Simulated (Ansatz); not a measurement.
The parent structure is BeTe in the rock salt structure (space group Fm-3m, No. 225; a hypothetical phase, not in the database extracts checked).

```xyz
2
Lattice="0.0000 2.6510 2.6510 2.6510 0.0000 2.6510 2.6510 2.6510 0.0000" Properties=species:S:1:pos:R:3 pbc="T T T"
Te     0.0000     0.0000     0.0000
Be     2.6510     2.6510     2.6510
```

Level of theory: PBEsol (Ansatz, a quantum-chemistry and plane-wave program, PAW, no spin-orbit coupling), earlier PAW set.

For the base:

| Item | Value |
|---|---|
| Lattice parameter a | 5.302 Å |

Now apply this change: a hydrostatic pressure of 7 GPa.

Q: What happens to the lattice parameter a?

A: The lattice parameter a decreases by 0.142 Å to 5.160 Å.

Load acts through the strain it causes; cell and atoms are relaxed under it. Whether these cells are dynamically stable was not tested. No other phases were tried under pressure. The final runs are not spin-polarised.
